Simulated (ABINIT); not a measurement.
Short convergence ladders for Ta (Im-3m, 1 atom in the cell)

```
Ta
1.0
   -1.65825     1.65825     1.65825
    1.65825    -1.65825     1.65825
    1.65825     1.65825    -1.65825
Ta
1
Direct
  0.00000   0.00000   0.00000
```

Base method: PBE, norm-conserving pseudopotentials (PseudoDojo nc-sr-05 PBE standard) (plane waves; ABINIT).

Base settings: pseudos = [Ta.upf]; ecut = 29 Ha; occopt = 7; tsmear = 0.00367493 Ha; ngkpt = 10 10 10; nshiftk = 1; shiftk = 0 0 0; potentials = PseudoDojo nc-sr-05 PBE standard; nband = 12; kptopt = 1.

The count of work is k-points × plane waves × bands × iterations; it is no time. 

**The k-point mesh**

Only quantities that move along the ladder and can be compared are tabulated.

| ngkpt | free energy less the last step's (meV/atom) | pressure (GPa) | count of work / last |
|---|---|---|---|
| 2 2 2 | -736.52 | -24.32 | 0.0089 |
| 3 3 3 | -173.38 | -0.33 | 0.023 |
| 4 4 4 | -92.41 | 0.31 | 0.040 |
| 6 6 6 | 75.82 | 2.88 | 0.081 |
| 8 8 8 | -19.43 | -1.61 | 0.17 |
| 10 10 10 | 0.75 | 1.89 | 0.28 |
| 11 11 11 | -2.65 | -0.09 | 0.33 |
| 13 13 13 | 0.41 | 1.01 | 0.43 |
| 18 18 18 | 0.00 | 0.36 | 1.0 |

Coarsest ngkpt that holds the pressure within 1 GPa: not settled: the last two steps still differ by 0.65 GPa, over half the tolerance, so the ladder does not show it.

Coarsest ngkpt that holds the free energy within 2 meV/atom of the last step, with all finer ones: 13 13 13, at 0.43 of the last step's count of work; the step before is off by 2.6 meV/atom.

**The k-point mesh at a smearing width of 0.05 eV**

In this ladder: tsmear = 0.00183747 Ha.

The second cell is the first with its lattice scaled by 0.98.

Only quantities that move along the ladder and can be compared are tabulated.

| ngkpt | free energy less the last step's (meV/atom) | energy of the compressed cell less the first (meV/atom) | pressure (GPa) | count of work / last |
|---|---|---|---|---|
| 5 5 5 | 72.07 | 68.24 | 3.89 | 0.021 |
| 6 6 6 | 81.26 | 62.73 | 3.37 | 0.033 |
| 7 7 7 | -27.80 | 52.77 | 0.93 | 0.035 |
| 9 9 9 | 22.05 | 42.03 | 0.85 | 0.062 |
| 10 10 10 | 0.22 | 58.85 | 2.06 | 0.098 |
| 15 15 15 | 2.33 | 43.30 | 0.10 | 0.21 |
| 18 18 18 | 0.26 | 44.71 | 0.39 | 0.35 |
| 27 27 27 | 0.00 | 45.79 | 0.36 | 1.0 |

Coarsest ngkpt that holds the free energy within 1 meV/atom of the last step, with all finer ones: 18 18 18, at 0.35 of the last step's count of work; the step before is off by 2.3 meV/atom.

Coarsest ngkpt that holds the pressure within 0.1 GPa of the last step, with all finer ones: 18 18 18, at 0.35 of the last step's count of work; the step before is off by 0.26 GPa.

Coarsest ngkpt that holds the energy of the compressed cell less the first within 2 meV/atom: not settled: the last two steps still differ by 1.1 meV/atom, over half the tolerance, so the ladder does not show it.

**The width of Gaussian smearing**

In this ladder: ngkpt = 16 16 16.

Narrow widths need finer meshes than wide ones, so the last steps can hold mesh noise.

Only quantities that move along the ladder and can be compared are tabulated; pressure and forces are left out, as mesh noise rules them at narrow widths.

```tsv
tsmear	free energy less the last step's (meV/atom)
0.0367493 Ha	-300.84
0.0183747 Ha	-84.91
0.0110248 Ha	-32.19
0.00734986 Ha	-14.52
0.00367493 Ha	-3.04
0.00183747 Ha	0.00
```

Widest tsmear that holds the free energy within 5 meV/atom: not settled: the last two steps still differ by 3.0 meV/atom, over half the tolerance, so the ladder does not show it.

On the base run: the starting cell has typed, rounded lattice constants, without a prior relaxation at this level. Its lattice was rescaled by up to half a per cent. Spin polarisation is off.

Left out of this page: 2 runs of the series outside the window shown, repeating another row's setting, or not comparable.
